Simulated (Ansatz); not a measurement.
# BN in the wurtzite structure (space group P6_3mc, No. 186)

```cif
data_B2N2
_chemical_formula_sum 'B2 N2'
_space_group_name_H-M_alt 'P63mc'
_space_group_IT_number 186
_space_group_name_Hall 'P 6c -2c'
_cell_length_a 2.52320
_cell_length_b 2.52320
_cell_length_c 4.17514
_cell_angle_alpha 90.000
_cell_angle_beta 90.000
_cell_angle_gamma 120.000
loop_
_atom_site_label
_atom_site_type_symbol
_atom_site_symmetry_multiplicity
_atom_site_Wyckoff_symbol
_atom_site_fract_x
_atom_site_fract_y
_atom_site_fract_z
_atom_site_occupancy
B1 B 2 b 0.33333 0.66667 0.00030 1
N1 N 2 b 0.33333 0.66667 0.37470 1
```

Computed with LDA/PAW in Ansatz (an electronic-structure program), spin-orbit coupling left out. Settings: 15×15×8 k-points, 0.05 eV Fermi–Dirac smearing.

```json
{
  "volume_per_atom": "5.76 Å³",
  "density": "3.58 g/cm³",
  "band_gap": "4.93 eV, indirect, Γ → K",
  "electron_mass": "0.30 mₑ along c, 0.50 mₑ across",
  "Lowest conduction-band minima above the VBM": "K (1/3, 1/3, 0) 4.93 eV",
  "total_energy": "-263.216 eV/atom (σ→0; compares only within this code and set-up)"
}
```

Masses are band curvatures over ±0.01 Å⁻¹ around the edge. Whether these cells are dynamically stable was not tested.
